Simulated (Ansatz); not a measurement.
Input and output of a self-consistent single point for CdHOF (P1, 8 atoms in the cell) (Ansatz, an electronic-structure program).

Computed with PBEsol, default PAW files made with PBE (plane waves; Ansatz).

```yaml
crystal:
  lattice:
    - [3.55203, 0.00000, 0.00000]
    - [0.00000, 4.86891, 0.00000]
    - [-0.00820, 0.00000, 5.65609]
  atoms:
    - { symbol: Cd, position: [0.74778, 0.75453, 0.74221] }
    - { symbol: Cd, position: [0.25224, 0.25453, 0.26663] }
    - { symbol: H, position: [0.74970, 0.68417, 0.27240] }
    - { symbol: H, position: [0.25030, 0.18417, 0.72760] }
    - { symbol: O, position: [0.24816, 0.02155, 0.61969] }
    - { symbol: O, position: [0.75184, 0.52155, 0.38031] }
    - { symbol: F, position: [0.24887, 0.47975, 0.89420] }
    - { symbol: F, position: [0.75113, 0.97975, 0.10580] }
```

Reference input (self-consistent single point, DFT, PBEsol, plane waves, default PAW files made with PBE): basis.ecutwfc = 420 eV; kpoints.mp_grid.grid = 5 3 3; hamiltonian.xc = pbesol; hamiltonian.pseudopotentials = {kind: paw} (the program's default PAW files); scf.occupations.method = fixed. This run's input differs from it in these lines:

Ansatz 0.2 input:
```diff
@@ -16,3 +16,3 @@
 basis:
-  ecutwfc: 420.0
+  ecutwfc: 295.0
 kpoints:
```

Log, with long lists cut:

```
SCF iter   1: F=—  HF=-19120.516533 eV  |F-HF|=—  |Δ(HF+E_count)|=         —  Δρ=3.58e-2  dr2=4.99e-1  ethr=1.77e-3  ⟨swp⟩=4.0  Hψ=2979  notcnv=0  defer=138
all-band conjugate gradients solve this SCF's bands
preconditioner: auto → Resta (q_TF=auto, 2.568 Å⁻¹)
SCF iter   2: F=—  HF=-19120.374792 eV  |F-HF|=—  |Δ(HF+E_count)|=   1.42e-1  Δρ=8.72e-3  dr2=2.55e-2  ethr=7.33e-4  ⟨swp⟩=2.0  Hψ=1794  notcnv=0  defer=138
   [... lines left out ...]
SCF iter   6: F=—  HF=-19120.380854 eV  |F-HF|=—  |Δ(HF+E_count)|=   1.13e-4  Δρ=6.19e-5  dr2=3.66e-6  ethr=4.28e-8  ⟨swp⟩=2.7  Hψ=1462  notcnv=0  defer=82
SCF iter   7: F=—  HF=-19120.380858 eV  |F-HF|=—  |Δ(HF+E_count)|=   3.91e-6  Δρ=2.03e-5  dr2=4.26e-7  ethr=5.38e-9  ⟨swp⟩=2.0  Hψ=1430  notcnv=0  defer=82
SCF iter   8: F=—  HF=-19120.380858 eV  |F-HF|=—  |Δ(HF+E_count)|=   2.01e-7  Δρ=1.52e-5  dr2=1.88e-7  ethr=1.47e-10  ⟨swp⟩=10.2  Hψ=4511  notcnv=0
SCF iter   9: F=-19120.380858 eV  HF=-19120.380858 eV  |F-HF|=4.29e-10  |Δ(HF+E_count)|=   1.34e-8  Δρ=3.22e-6  dr2=9.71e-9  ethr=1.47e-10  ⟨swp⟩=4.7  Hψ=2944  notcnv=0
SCF 1 converged in 9 iterations: F = -19120.380858 eV  dr2 = 9.71e-9
Free energy (F): -19120.380858 eV
Internal energy: -19120.380858 eV  (E = F + TS)
E sigma→0 (E₀):  -19120.380858 eV
Fermi energy:    5.216456 eV
--- Forces (eV/Å), atoms counted from 1 ---
  atom   1  Cd     0.01561164     0.12599253    -0.46212819
  atom   2  Cd    -0.01530505     0.15972955     0.28370122
  atom   3  H      0.02188859    -0.16976798     0.17562752
  atom   4  H     -0.02204107    -0.16714131    -0.13092697
  atom   5  O      0.02486152     0.01194733     0.14770940
  atom   6  O     -0.02505162     0.05443859    -0.05117797
  atom   7  F      0.00933219    -0.01171454    -0.02696532
  atom   8  F     -0.00929582    -0.00345007     0.06416224
--- Stress (GPa, compression-positive) ---
       -6.226420       0.004074       0.007121
        0.004074      -5.578361      -0.052334
        0.007121      -0.052334      -5.944908
  P = ⅓ Tr σ = -5.9166 GPa (-59.166 kbar)
  The stress holds the Pulay correction. Without it, at fixed plane waves, as pw.x and ABINIT print it: P = -37.9628 GPa
```

The run converged in 9 iterations. Against the reference run the free energy rises by 376 meV/atom, the pressure stays at -5.92 GPa, the largest force moves little (0.471 to 0.479 eV/Å) and the gap on the mesh goes from 1.648 to 1.611 eV.

The starting cell comes from a database of computed structures (which also holds hypothetical and non-ambient phases and stackings), without a prior relaxation at this level. Its lattice was rescaled by up to half a per cent. One atom was moved a little off its site on purpose. Ansatz's pressure includes its estimate of the finite-basis (Pulay) stress. Without the estimate this run gives -37.96 GPa. The cutoff lies below the one recommended for these files.
